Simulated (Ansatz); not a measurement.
# Pressure series in hypothetical Fddd MoSi2

Take MoSi$_{2}$ (space group Fddd, No. 70; a = 4.607 Å, b = 8.057 Å, c = 8.762 Å; a hypothetical phase, not in the database extracts checked) as the base.

Cell and atoms are relaxed at each pressure.

The values are results of Kohn–Sham DFT with the PBE functional, run in Ansatz (a first-principles code) with PAW and 420 eV plane waves, without spin-orbit coupling, not measurements.

Notes on the quantities. enthalpy: H = E + PV relative to the base's energy.

| case | enthalpy | shortest interatomic distance |
|---|---|---|
| base | – | 4.821 bohr |
| pressure −2 GPa | -0.17 eV/atom | 4.830 bohr |
| pressure −1 GPa | -0.08 eV/atom | 4.825 bohr |
| pressure 0.3 GPa | +0.03 eV/atom | 4.819 bohr |
| pressure 0.7 GPa | +0.06 eV/atom | 4.818 bohr |
| pressure 1.5 GPa | +0.13 eV/atom | 4.814 bohr |
| pressure 3 GPa | +0.25 eV/atom | 4.807 bohr |
| pressure 5 GPa | +0.42 eV/atom | 4.797 bohr |
| pressure 7.5 GPa | +0.62 eV/atom | 4.784 bohr |
| pressure 10 GPa | +0.83 eV/atom | 4.771 bohr |

Load acts through the strain it causes; cell and atoms are relaxed under it. Whether these cells are dynamically stable was not tested. Competing high-pressure phases were not computed. The final runs are not spin-polarised.
